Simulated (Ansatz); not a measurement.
## Several settings converged on VOs (P4mm, 2 atoms in the cell)

```xyz
2
Lattice="3.0015 0.0000 0.0000 0.0000 3.0015 0.0000 0.0000 0.0000 3.0015" Properties=species:S:1:pos:R:3 pbc="T T T"
V      0.0000     0.0000     0.0500
Os     1.5007     1.5007     1.5007
```
Moments meant for the start (each program seeds them in its own way; μB, in the order of the atoms V Os): 2.0 0.0.

Base method: LDA (PW92), default PAW files made with PBE (plane waves; Ansatz, a program for electronic structure).

Base settings: basis.ecutwfc = 30.9 Ry; kpoints.mp_grid.grid = 9 9 9; hamiltonian.xc = lda; hamiltonian.pseudopotentials = {kind: paw} (the program's default PAW files); magnetization.spin_polarized = true; scf.occupations.method = fermi_dirac; scf.occupations.width = 0.0073 Ry.

The count of work is k-points × plane waves × bands × iterations; it is no time. Core times come from one kind of shared machine, to one figure; runs under 30 s give none.

**The cutoff for other potential files**

Level: DFT, LDA (PW92), plane waves, harder PAW files (source: ansatz) made with PBE.

In this ladder: hamiltonian.pseudopotentials = {kind: paw, source: ansatz}.

The second cell is the first with its lattice scaled by 0.98.

The mesh stays at the base's, so the ladder's end is converged at best in this setting alone.

The first pressure column holds Ansatz's estimate of the finite-basis (Pulay) stress, which hides part of the cutoff error; the other is without it.

Only quantities that move along the ladder and can be compared are tabulated.

```csv
basis.ecutwfc,free energy less the last step's (meV/atom),energy of the compressed cell less the first (meV/atom),pressure (GPa),pressure without the Pulay estimate (GPa),largest difference of a force vector from the last step's (eV/Å),count of work / last,core time / last (rough)
27.9 Ry,3000.40,-9.08,-13.42,-161.36,0.087,0.11,–
33.8 Ry,761.89,-3.00,-9.01,-57.92,0.006,0.15,–
43.4 Ry,67.29,-2.35,-9.77,-15.82,0.001,0.21,–
52.6 Ry,4.68,-1.07,-9.58,-10.15,0.000,0.29,–
61.7 Ry,0.64,-1.06,-9.58,-9.61,0.000,0.36,–
74.2 Ry,0.33,-1.06,-9.58,-9.58,0.000,0.46,0.4
92.6 Ry,0.17,-1.06,-9.58,-9.59,0.000,0.67,0.6
123.5 Ry,0.00,-1.07,-9.58,-9.58,0.000,1.0,1
```

Coarsest basis.ecutwfc that holds the forces within 0.005 eV/Å of the last step, with all finer ones: 43.4 Ry, at 0.21 of the last step's count of work; the step before is off by 0.006 eV/Å.

Coarsest basis.ecutwfc that holds the pressure within 0.05 GPa of the last step, with all finer ones: 52.6 Ry, at 0.29 of the last step's count of work; the step before is off by 0.19 GPa.

Coarsest basis.ecutwfc that holds the pressure without the Pulay estimate within 0.5 GPa of the last step, with all finer ones: 61.7 Ry, at 0.36 of the last step's count of work; the step before is off by 0.56 GPa.

The energy difference between the two cells stays within 1 meV/atom of the last step's from 52.6 Ry on, the total only from 61.7 Ry on: much of the error is common to both cells and cancels.

At the lowest cutoff the pressure without the Pulay estimate lies 152 GPa under the last step's, the usual sign of Pulay stress in an incomplete plane-wave basis.

**The relaxed cell against the cutoff**

On VOs (Pm-3m, 2 atoms in the cell): atoms on their sites.

In this ladder: relax = cell and atoms.

The mesh stays at the base's, so the ladder's end is converged at best in this setting alone.

Only quantities that move along the ladder and can be compared are tabulated.

| basis.ecutwfc | relaxed volume (Å³/atom) | relaxation steps |
|---|---|---|
| 15.4 Ry | 12.731 | 26 |
| 18.4 Ry | 13.186 | 18 |
| 21.7 Ry | 13.087 | 13 |
| 26.1 Ry | 13.092 | 7 |
| 30.9 Ry | 13.092 | 5 |
| 37.1 Ry | 13.091 | 5 |
| 46.3 Ry | 13.091 | 5 |
| 61.7 Ry | 13.091 | 5 |

Coarsest basis.ecutwfc that holds the relaxed volume within 0.065 Å³/atom of the last step, with all finer ones: 21.7 Ry; the step before is off by 0.095 Å³/atom.

At the lowest cutoff the cell relaxes to a volume 2.8 % smaller than at the highest. Ansatz relaxes on a stress corrected for the finite basis.

On the base run: the starting cell comes from a database of computed structures (which also holds hypothetical and non-ambient phases and stackings), without a prior relaxation at this level. Its lattice was rescaled by up to half a per cent. One atom was moved a little off its site on purpose. The starting moments vanished: the run ended non-magnetic, which need not be the lowest state. The program warned that a starting moment was not kept.

Keys are those of Ansatz 0.2.
